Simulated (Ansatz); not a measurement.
Consider CdS in the zinc blende structure (space group F-43m, No. 216; a = 5.824 Å). Axes: x, y, z lie along the cube axes.

All numbers come from PBEsol, PAW, 420 eV (Ansatz, an electronic-structure program; scalar-relativistic without spin-orbit coupling).

Base values:

```
Quantity                            Result
---------------------  -------------------
Valence-band top at Γ  0.00, 0.00, 0.00 eV
Pressure                          0.00 GPa
Electron mass               0.11 mₑ (at Γ)
Band gap                           1.01 eV
```

It is then changed as follows: compressive biaxial strain of 0.50 % in the plane normal to [001], as in epitaxy on a mismatched substrate; the out-of-plane cell vector and the atoms relax.

How does this affect the valence-band top at Γ, out-of-plane strain, pressure, electron mass and band gap?

The valence-band top at Γ (three highest levels, from the VBM) changes from 0.00, 0.00, 0.00 eV to 0.00, 0.00, -0.04 eV; the out-of-plane strain is +0.74 %; the pressure (mean of the normal stresses, compression positive) goes from zero to 0.16 GPa; the electron mass is still 0.11 mₑ (at Γ); the band gap is nearly the same (1.01 eV against 1.00 eV).

Masses are band curvatures over ±0.01 Å⁻¹ around the edge. Gaps are read on the SCF mesh and a high-symmetry path. Whether these cells are dynamically stable was not tested.
